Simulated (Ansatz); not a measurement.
End structure of F on the 1x1 (0001) surface of hcp Zr, one in a 2x2 cell, started at the site 'bridge Zr-Zr (span 3.2 Å)':

```
CELL_PARAMETERS angstrom
      6.46498     0.00000     0.00000
     -3.23249     5.59884     0.00000
      0.00000     0.00000    27.00000
ATOMIC_POSITIONS crystal
  Zr 0.33333 0.16667 0.36018
  Zr 0.33333 0.66667 0.36018
  Zr 0.83333 0.16667 0.36018
  Zr 0.83333 0.66667 0.36018
  Zr 0.16667 0.33333 0.45026
  Zr 0.16667 0.83333 0.45026
  Zr 0.66667 0.33333 0.45026
  Zr 0.66667 0.83333 0.45026
  Zr 0.32464 0.16232 0.55010
  Zr 0.33191 0.66596 0.54939
  Zr 0.83560 0.16231 0.54999
  Zr 0.83560 0.67329 0.54999
  Zr 0.16832 0.33894 0.64189
  Zr 0.16832 0.82938 0.64189
  Zr 0.66556 0.33278 0.63621
  Zr 0.65882 0.82941 0.64188
  F  0.99868 0.99934 0.68732
```

Model: 17-atom slab, 7.6 Å thick at the start under the adsorbate (thin: gaps and levels are the slab's own), 5x5x1 mesh, Fermi-Dirac 0.1 eV, dipole correction, 8 atoms held, the rest relaxed; start symmetry kept, larger cells not searched; no spin, no spin-orbit, no U, no dispersion correction. At the end it is bonded to 3 Zr. In PBE it is, or lies within 0.03 eV of, the lowest of the starts that converged.

A negative adsorption energy means that the adsorbate is more stable on the surface than in its reference.

### Question
Give the change of the step from the bottom to the top vacuum level, against the clean slab at the level Ansatz (a first-principles code) with PBE.

### Answer
-0.27 eV

### Question
Give the work function of the top face at the level PBE.

### Answer
3.88 eV

### Question
What is the computed adsorption energy against ½ F2(g) (PBE)?

### Answer
-5.37 eV

### Question
What change of the work function does PBE give?

### Answer
-0.28 eV
